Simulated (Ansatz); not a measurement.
Band structure of MgB2 (Fddd, 6 atoms in the cell).

```
MgB2
1.0
    0.00000     3.79386     3.92392
    2.20277     0.00000     3.92392
    2.20277     3.79386     0.00000
B Mg
4 2
Direct
  0.66350   0.33650   0.66350
  0.33650   0.66350   0.33650
  0.58650   0.91350   0.58650
  0.91350   0.58650   0.91350
  0.00000   0.00000   0.00000
  0.25000   0.25000   0.25000
```

Level of theory: PBE, harder PAW files (source: ansatz) (plane waves; Ansatz, an electronic-structure program).

Settings: basis.ecutwfc = 710 eV; kpoints.mp_grid.grid = 10 10 10; hamiltonian.xc = pbe; hamiltonian.pseudopotentials = {kind: paw, source: ansatz}; scf.occupations.method = cold; scf.occupations.width = 0.1 eV; kpoints.band_path.npoints = 6.

The starting cell was generated: these elements placed on a structure prototype, without a prior relaxation; it need not be a known phase or ordering of this composition.

Levels in eV from the Fermi level, bands 13 to 20:
| point | 13 | 14 | 15 | 16 | 17 | 18 | 19 | 20 |
|---|---|---|---|---|---|---|---|---|
| Γ | -2.83 | -2.14 | -1.74 | -1.36 | -1.28 | -0.77 | -0.04 | -0.02 |
| Y | -3.09 | -3.09 | -1.77 | -1.77 | -0.05 | -0.05 | 3.53 | 3.53 |
| T | -4.34 | -4.34 | 1.50 | 1.50 | 1.94 | 1.94 | 2.59 | 2.59 |
| Z | -3.16 | -3.16 | -0.99 | -0.99 | -0.53 | -0.53 | 3.83 | 3.83 |
| X | -5.52 | -2.38 | -0.16 | 0.30 | 1.04 | 3.24 | 3.35 | 3.54 |
| A1 | -1.12 | -1.12 | -0.51 | -0.51 | 1.00 | 1.00 | 1.79 | 1.79 |

Bands cross the Fermi level along this path, so the cell is metallic at this level.

Keys are those of Ansatz 0.2.
